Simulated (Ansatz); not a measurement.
Start from ZnAu in the CsCl type structure (space group Pm-3m, No. 221; a = 3.187 Å; relaxed with 0.1 eV smearing).

Calculations: Ansatz (an electronic-structure program) PBE, no spin-orbit coupling.

Strains are applied to the cell and any free atomic positions relax.

One change was made to it. Results:

The pressure goes from zero to 3.8 GPa; the energy rises by 5.5 meV/atom.

### Question
Name the change that was made.
A. isotropic strain +2.50 %
B. isotropic strain −1.00 %
C. isotropic strain −1.50 %
D. isotropic strain +3.00 %

### Answer
B, isotropic strain −1.00 %. For comparison, the energy relative to the base in the other runs: isotropic strain +3.00 % gives +42 meV/atom; isotropic strain −1.50 % gives +13 meV/atom; isotropic strain +2.50 % gives +30 meV/atom.

Stability against distortions was not tested.
